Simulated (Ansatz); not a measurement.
Consider ZnSnO3 (space group R3c, No. 161; a = 5.342 Å, c = 14.209 Å (hexagonal axes)).

(Cell as relaxed with PBE.)

Levels (all Ansatz, a quantum-chemistry and plane-wave program, PAW): PBE (420 eV, no spin-orbit coupling); PBEsol (420 eV, scalar-relativistic without spin-orbit coupling).

Each level relaxes its own structure.

```
base                         PBE      PBEsol
-------------------  -----------  ----------
volume per atom         11.70 Å³    11.27 Å³
lattice parameter a  10.095 bohr  9.975 bohr
band gap                 1.10 eV     1.25 eV
```

It is then changed as follows: every Sn is replaced by Sb; the structure is relaxed again.

| quantity | PBE | PBEsol |
|---|---|---|
| lattice parameter a | 10.286 bohr | 10.158 bohr |
| c/a ratio | 2.701 | 2.692 |

PBE's lattice parameter a lies 0.1272 bohr above PBEsol's (1.3 %); PBE's c/a ratio lies 0.009 above PBEsol's. Neither level is exact; PBEsol is the comparison here, not a measurement.

With Sb present, leaving out spin-orbit coupling can change the band edges. Stability against distortions was not tested. As relaxed here, ZnSbO3 is a hypothetical phase, not in the database extracts checked. The final runs are not spin-polarised.
